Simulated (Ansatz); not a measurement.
Al2O3, pressure series

Base system: Al2O3 in the corundum structure (space group R-3c, No. 167; a = 4.8088 Å, c = 13.1238 Å (hexagonal axes)).

Cell and atoms are relaxed at each pressure.

All numbers come from PBE, PAW, 420 eV (Ansatz, an electronic-structure program; no spin-orbit coupling).

```csv
P (GPa),V (Å³/atom)
-2.00,8.839
-1.00,8.799
0.90,8.727
2.10,8.683
4.50,8.598
8.99,8.448
14.99,8.267
22.49,8.064
29.99,7.883
```

Q: Fit a third-order Birch–Murnaghan equation of state.

A: Least squares on P(V) = (3B₀/2)[(V₀/V)^(7/3) − (V₀/V)^(5/3)]·[1 + (3/4)(B₀′ − 4)((V₀/V)^(2/3) − 1)] gives V₀ = 8.76 Å³/atom, B₀ = 230 GPa and B₀′ = 4.0.

Between the base and pressure 22.5 GPa the gap moves from 5.85 eV to 6.87 eV, a mean slope of 45 meV/GPa.

Load acts through the strain it causes; cell and atoms are relaxed under it. Whether these cells are dynamically stable was not tested. No other phases were tried under pressure.
